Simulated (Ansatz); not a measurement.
What biaxial strain −1.75 %, plane normal [001], relaxed out of plane does to W

Consider W in the bcc (W type) structure (space group Im-3m, No. 229; a = 3.169 Å; relaxed with 0.1 eV smearing). Axes: x, y, z lie along the cube axes.

Perturbation: biaxial strain −1.75 %, plane normal [001], relaxed out of plane (Cartesian); in-plane vectors clamped, the third vector and the atoms free.

Level of theory: r2SCAN, PAW, 500 eV (Ansatz, a program for electronic structure; no SOC), earlier PAW set. Γ-centred 29×29×29 mesh, Fermi–Dirac width 0.1 eV.

- Space group = I4/mmm (No. 139) (base Im-3m (No. 229))
- Energy relative to the base (free energy F) = +19 meV/atom
- Pressure (mean of the normal stresses, compression positive) = 7.3 GPa (base 0.0 GPa)
- Band gap = zero (base zero)
- Out-of-plane strain = +1.39 %
- Ratio −ε⊥/ε∥ = 0.79

Cost of the whole job for the changed cell (relaxation, final SCF and bands): around 2.4 core-minutes (rough).

Stability against distortions was not tested. The final runs are not spin-polarised.
